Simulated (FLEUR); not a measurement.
Worked example: self-consistent single point of FeCo (Pm-3m, 2 atoms in the cell) in FLEUR.

Computed with PBEsol, all-electron FLAPW (FLEUR), scalar-relativistic valence run with FLEUR.

```yaml
crystal:
  lattice:
    - [2.83903, 0.00000, 0.00000]
    - [0.00000, 2.83903, 0.00000]
    - [0.00000, 0.00000, 2.83903]
  atoms:
    - { symbol: Fe, position: [0.00000, 0.00000, 0.00000], spin: 4.0 }
    - { symbol: Co, position: [0.50000, 0.50000, 0.50000], spin: 3.0 }
```
(The spins are starting values, not results.)

Reference input (self-consistent single point, DFT, PBE, all-electron FLAPW (FLEUR), scalar-relativistic valence): Kmax = 3.7 1/bohr; GmaxXC = 11.1 1/bohr; xcFunctional = pbe; jspins = 2; l_soc = F; mode = gauss; fermiSmearingEnergy = 0.00734986 Htr; mesh (inpgen div1-3) = 15 15 15; inpgen gamma flag = false; Gmax = 11.1 1/bohr; numbands = 0; maxIterBroyd = 25. This run's input differs from it in these lines:

```diff
@@ -14,2 +14,3 @@
 &comp jspins=2 /
+&exco xctyp='PBEs' /
 &kpt div1=15 div2=15 div3=15 /
@@ -26,3 +27,3 @@
       <coreElectrons ctail="T" frcor="F" kcrel="0" coretail_lmax="0"/>
-      <xcFunctional name="pbe" relativisticCorrections="F"/>
+      <xcFunctional name="PBEs" relativisticCorrections="F"/>
       <magnetism jspins="2"/>
```

Output (repeated stretches shortened):

```
 Iteration:     1   Distance:      33.29029534 me/bohr^3
 Iteration:     2   Distance:      29.93932400 me/bohr^3
 Iteration:     3   Distance:      25.95696549 me/bohr^3
 Iteration:     4   Distance:      16.85198805 me/bohr^3
 Iteration:     5   Distance:      22.04064491 me/bohr^3
   [... 14 lines left out ...]
 Iteration:    20   Distance:       0.00004052 me/bohr^3
 Iteration:    21   Distance:       0.00003700 me/bohr^3
 Iteration:    22   Distance:       0.00001221 me/bohr^3
 Iteration:    23   Distance:       0.00000120 me/bohr^3
 Run finished successfully
 Stop message:
   Structural relaxation: Done

[file out, last iteration]
             iter=     24
[...]
          total density-effective poten   -4.2373326350E+03
          total charge density-energy d   -1.1320852307E+02
 Updated energy parameters for spin:           1
 Updated energy parameters for spin:           2
[...]
 fermi energy and band-weighting factors:

[...]
FERMIE:
          first approx. to ef    (T=0)  :   0.376531 htr   (energy of the highest occ. eigenvalue)
          number of occ. states  (T=0)  :       3729
          first approx. to seigv (T=0)  : -21.175638 htr
          sum of weights of occ. states :  31.000000
          sum of semicore charge        :   0.000000 e
          fermi energy=   0.37603 har   work function= -10.23229 ev
   [... lines left out ...]
     k-point=    5
     k-point=    6
     k-point=    7
     k-point=    8
     k-point=    9
     k-point=   10
     k-point=   11
     k-point=   12
     k-point=   13
     k-point=   14
     k-point=   15
     k-point=   16
     k-point=   17
     k-point=   18
     k-point=   19
     k-point=   20
     k-point=   21
     k-point=   22
     k-point=   23
     k-point=   24
     k-point=   25
     k-point=   26
     k-point=   27
     k-point
```

The run converged in 23 iterations. FLEUR gives forces in its relaxation mode, with a further iteration, so its stop message speaks of a relaxation. Against the reference run the size of the net moment hardly changes (2.25 to 2.24 μB/atom).

The starting cell comes from a database of computed structures (which also holds hypothetical and non-ambient phases and stackings), without a prior relaxation at this level. The magnetic order is the one reached from the typed start; others were not searched systematically. Values depend on the basis (sphere radii, cutoffs, local orbitals), which need not be converged.

Cost on one core of a shared machine: roughly 2 min.
